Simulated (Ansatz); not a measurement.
# A computed series for hypothetical zinc blende KF: pressure series

Start from KF in the zinc blende structure (space group F-43m, No. 216; a = 5.873 Å; a hypothetical phase, not in the database extracts checked).

Cell and atoms are relaxed at each pressure.

The values are results of r2SCAN (Ansatz, a quantum-chemistry and plane-wave program, PAW, scalar-relativistic without spin-orbit coupling), not measurements.

```json
[
 {"P (GPa)": "-2.01", "V (Å³/atom)": "28.335"},
 {"P (GPa)": "-1.01", "V (Å³/atom)": "26.585"},
 {"P (GPa)": "1.82", "V (Å³/atom)": "23.685"},
 {"P (GPa)": "4.22", "V (Å³/atom)": "22.174"},
 {"P (GPa)": "9.00", "V (Å³/atom)": "20.174"},
 {"P (GPa)": "18.00", "V (Å³/atom)": "17.921"},
 {"P (GPa)": "30.00", "V (Å³/atom)": "16.114"},
 {"P (GPa)": "45.00", "V (Å³/atom)": "14.652"},
 {"P (GPa)": "60.00", "V (Å³/atom)": "13.621"}
]
```

Task: Fit a third-order Birch–Murnaghan equation of state.

Result: Least squares on P(V) = (3B₀/2)[(V₀/V)^(7/3) − (V₀/V)^(5/3)]·[1 + (3/4)(B₀′ − 4)((V₀/V)^(2/3) − 1)] gives V₀ = 25.33 Å³/atom, B₀ = 24 GPa and B₀′ = 4.4.

Between the base and pressure 1.8 GPa the gap moves from 5.75 eV to 5.91 eV, a mean slope of 92 meV/GPa.

Load acts through the strain it causes; cell and atoms are relaxed under it. Stability against distortions was not tested. Competing high-pressure phases were not computed.
